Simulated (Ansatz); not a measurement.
# What P vacancy, symmetric start does to BP

Consider a 16-atom supercell of BP in the zinc blende structure (space group F-43m, No. 216; a = 4.520 Å) at its relaxed geometry.

The change: a neutral P vacancy, symmetric start, atoms relaxed at fixed cell.

Level of theory: DFT with PBEsol, PAW potentials and a 420 eV plane-wave cutoff in Ansatz (a first-principles code), scalar-relativistic without spin-orbit coupling. Γ-centred 5×5×5 mesh, Fermi–Dirac width 0.01 eV.

| quantity | base | changed | shift |
|---|---|---|---|
| pressure | 0.0 GPa | -1.0 GPa | -1.0 GPa |
| energy gained by relaxation | – | 0.40 eV | – |
| largest displacement of a host atom from its site in the perfect cell | – | 0.18 Å | – |

Cost of the whole job for the changed cell (relaxation, final SCF and bands): roughly 90 core-seconds.

Other magnetic orders, which the real material may have, were not ruled out. In so small a cell the defect repeats every few ångströms: this is an ordered compound, not a dilute defect. A case with no gap was solved on a k-mesh chosen for an insulator, which is coarse for it. The defect started on the symmetric site and kept its symmetry, so it may sit on a saddle. Seeded moments were not kept for P vacancy. The defect cell is spin-polarised and ends with 0.2 μB, a fractional moment that hangs on the mesh and smearing.
